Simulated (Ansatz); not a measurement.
Bond-angle distributions (per cent of the angles at each element, bins of 10°) of a relaxed model of amorphous Si24O50Ge at 2.27 g/cm³. All values below come from PBE, scalar-relativistic without spin-orbit coupling (plane waves to 420 eV, PAW; Ansatz, a quantum-chemistry and plane-wave program).

A CHGNet melt-quench gave the starting glass, which DFT then relaxed. O atoms were pushed apart under 1.9 Å during the dynamics, to hinder bonds among them. The hot cell started wider than the set density and was brought back towards it in steps. It is the lowest in DFT energy of 2 quenches. It is a model cell: composition and starting density were chosen by hand, and all elements were melted together. No dispersion term was used. Its density started from a set value of 2.27 and ended at 2.27 g/cm³. The quench (nominally 400 K/ps over its main leg) was far faster than any real one, so the model tends to hold more defects than a real film. A cell of this size samples the disorder only roughly. The volume was held where the preparation left it and the shape relaxed, at a PBE pressure of 0.6 GPa. Stress components on the final sampling reach 0.6 GPa.

Cut-offs for bonds: Si-Si 2.60 Å, Si-O 2.10 Å, Si-Ge 2.70 Å, O-O 1.58 Å, O-Ge 2.23 Å, Ge-Ge 2.81 Å. Two cations that share two anions don't count as bonded, nor two that share one unless they lie closer than Si-Si 2.38 Å, Si-Ge 2.47 Å, Ge-Ge 2.57 Å.

| angle (°) | at Si | at O |
|---|---|---|
| 50-60 | 0 | 0 |
| 60-70 | 0 | 0 |
| 70-80 | 0 | 0 |
| 80-90 | 3 | 2 |
| 90-100 | 1 | 2 |
| 100-110 | 55 | 0 |
| 110-120 | 36 | 12 |
| 120-130 | 3 | 25 |
| 130-140 | 0 | 27 |
| 140-150 | 0 | 17 |
| 150-160 | 0 | 10 |
| 160-170 | 0 | 6 |
| 170-180 | 1 | 0 |

They go with these counts of neighbours within the cut-offs, cation contacts included: Si mean 4.0, most often 4; O mean 2.0, most often 2.
